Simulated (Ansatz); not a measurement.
**GaAs, pressure series**

Start from GaAs in the zinc blende structure (space group F-43m, No. 216; a = 5.667 Å).

Cell and atoms are relaxed at each pressure.

Calculations: r2SCAN, PAW, 500 eV (Ansatz, an electronic-structure program; scalar-relativistic without spin-orbit coupling).

Candidates:
(a) pressure −1 GPa
(b) pressure −2 GPa
(c) pressure 4.2 GPa

For the base:

| Item | Result |
|---|---|
| Band gap | 0.96 eV |

Q: Order them by band gap, highest first.

A: (c) pressure 4.2 GPa (1.38 eV), (a) pressure −1 GPa (0.85 eV), (b) pressure −2 GPa (0.73 eV)

Load acts through the strain it causes; cell and atoms are relaxed under it. No phonon test of stability was made. Tetrahedral semiconductors of this kind turn to denser phases somewhere between about 1 and 50 GPa; those were not computed, so compressed cells here can lie past the real transition.
